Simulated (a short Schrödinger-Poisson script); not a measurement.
Stack: MOS inversion layer, SiO2 on p-type Si(110), at 400 K.

| layer | material | thickness (nm) | Na (cm⁻³) |
|---|---|---|---|
| 1 | SiO2 | 3.9 | - |
| 2 | Si | 1800 | 5.9e16 |

The device is made up for the run: typed textbook-type constants, with dimensions and the other settings drawn at random. SiO2: permittivity 3.9, conduction-band edge (eV) 3.15, gap (eV) 9, electron mass (mₑ) 0.5. Si: permittivity 11.7, conduction-band edge (eV) 0, gap (eV) 1.124, Nv at 300 K (cm⁻³) 3.1e19.

Channel valleys (confinement mass, in-plane density-of-states mass, number): Δ4 0.315, 0.324, 4; Δ2 0.19, 0.417, 2. At the gate the conduction-band edge of layer 1 lies 3.27 eV − eVg above the Fermi level of the channel; the field vanishes at the back. Gaps are held at their typed values at every temperature. Mesh 0.03 nm at interfaces.

From a short Schrödinger-Poisson script (our own, NumPy): 1D Poisson equation in equilibrium, electrons quantum, Hartree (BenDaniel-Duke, 12 states a valley, the channel's in-plane mass for all, wave functions ending at the dielectric), parabolic valleys, classical holes, full ionisation, no traps, pinning or gate leakage.

The same stack at other levels of the model or other numerical settings:

```json
[
 {"run": "base", "sheet density of all electrons at Vg = 2.55 V (cm⁻²)": "1.10e13", "sheet density of all electrons at Vg = 0.75 V (cm⁻²)": "2.41e12", "capacitance at Vg = 2.55 V (μF/cm²)": "0.788", "centroid of the channel electrons at Vg = 2.55 V (nm)": "2.17", "rough cost against the base": "about 1"},
 {"run": "electrons treated as classical, Boltzmann", "sheet density of all electrons at Vg = 2.55 V (cm⁻²)": "1.22e13", "sheet density of all electrons at Vg = 0.75 V (cm⁻²)": "2.80e12", "capacitance at Vg = 2.55 V (μF/cm²)": "0.859", "centroid of the channel electrons at Vg = 2.55 V (nm)": "0.83", "rough cost against the base": "0.03"},
 {"run": "electrons treated as classical, Fermi-Dirac", "sheet density of all electrons at Vg = 2.55 V (cm⁻²)": "(withheld)", "sheet density of all electrons at Vg = 0.75 V (cm⁻²)": "2.78e12", "capacitance at Vg = 2.55 V (μF/cm²)": "0.839", "centroid of the channel electrons at Vg = 2.55 V (nm)": "(withheld)", "rough cost against the base": "0.2"},
 {"run": "mesh six times as coarse", "sheet density of all electrons at Vg = 2.55 V (cm⁻²)": "1.10e13", "sheet density of all electrons at Vg = 0.75 V (cm⁻²)": "2.41e12", "capacitance at Vg = 2.55 V (μF/cm²)": "0.788", "centroid of the channel electrons at Vg = 2.55 V (nm)": "2.17", "rough cost against the base": "0.2"},
 {"run": "one subband a valley", "sheet density of all electrons at Vg = 2.55 V (cm⁻²)": "1.10e13", "sheet density of all electrons at Vg = 0.75 V (cm⁻²)": "2.38e12", "capacitance at Vg = 2.55 V (μF/cm²)": "0.788", "centroid of the channel electrons at Vg = 2.55 V (nm)": "(withheld)", "rough cost against the base": "0.5"}
]
```

Question: Some entries are withheld; supply them.

Answer: 
- electrons treated as classical, Fermi-Dirac, centroid of the channel electrons at Vg = 2.55 V (nm): 1.00
- electrons treated as classical, Fermi-Dirac, sheet density of all electrons at Vg = 2.55 V (cm⁻²): 1.20e13
- one subband a valley, centroid of the channel electrons at Vg = 2.55 V (nm): 1.95

The classical rows ignore confinement, and Boltzmann statistics overrate the density once the band edge passes the Fermi level.
